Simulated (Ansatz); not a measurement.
Functionals compared on a constructed model of the (0001) surface of hcp Mg, a pseudomorphic layer of Sc in the host's stacking (bottom of the slab: a bare face, its two planes held), in Ansatz (plane waves, PAW). The structure was relaxed with PBE; the other rows are single points on it. Cutoff 420 eV (500 eV for r2SCAN).

Slab: 7 atoms, 15.6 Å thick at the start; k 13x13x1, smearing 0.1 eV, dipole-corrected; 2 atoms held, the rest relaxed; held to the start's symmetry, so lower structures may exist; no spin, no spin-orbit, no U. It is one candidate, not shown to be the stable structure of the face. These notes are the PBE run's.

```
functional  work function of the top face (eV)          rough cost of the single point
----------  ----------------------------------  --------------------------------------
PBE                                       3.54                                       –
RPBE                                      3.44  about 16 core-seconds (a rough figure)
r2SCAN                                    3.57            very roughly 40 core-seconds
```

Ansatz is a quantum-chemistry and plane-wave program.
